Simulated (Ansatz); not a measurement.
Consider the following.

End structure of a constructed model of the (100) surface of fcc Pt, a pseudomorphic layer of Zr in the host's stacking (bottom of the slab: a bare face, its two planes held):

```
CELL_PARAMETERS angstrom
      2.80721     0.00000     0.00000
      0.00000     2.80721     0.00000
      0.00000     0.00000    28.50000
ATOMIC_POSITIONS crystal
  Pt 0.50000 0.50000 0.28117
  Pt 0.00000 0.00000 0.35082
  Pt 0.50000 0.50000 0.42011
  Pt 0.00000 0.00000 0.48951
  Pt 0.50000 0.50000 0.55928
  Pt 0.00000 0.00000 0.63203
  Zr 0.50000 0.50000 0.70461
```

Set-up: 7 atoms, 12.5 Å thick at the start; mesh 13x13x1; 0.1 eV smearing; dipole correction on; 2 atoms held, the rest relaxed; symmetry of the start imposed; no spin, no spin-orbit, no U. It is one candidate, not shown to be the stable structure of the face.

Q: Predict the work function of the top face from Ansatz (a program for electronic structure) with PBE.

A: 4.32 eV
